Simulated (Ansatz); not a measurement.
Consider P in the black-P type structure (space group Cmce, No. 64; layered, stacked along the Cartesian y axis).

Method: DFT with PBEsol-D3(BJ), PAW potentials and a 420 eV plane-wave cutoff in Ansatz (an electronic-structure program), no spin-orbit coupling, earlier PAW set.

Measured: band gap 0.35 eV (temperature not stated; as listed in Das, Protik, Mohammadi, Mohammad, Bazhirov, Timur, arXiv (2018)).

Knowing the measured values, estimate what each level computes.


```json
[
 {"level": "PBEsol-D3(BJ)", "band gap": "zero"}
]
```

Computed minus measured — band gap: PBEsol-D3(BJ) -0.35 eV. Measured values not marked as corrected hold thermal and zero-point effects that the static-lattice runs lack. A measured gap can be an optical one, lowered by exciton binding.

No phonon test of stability was made.
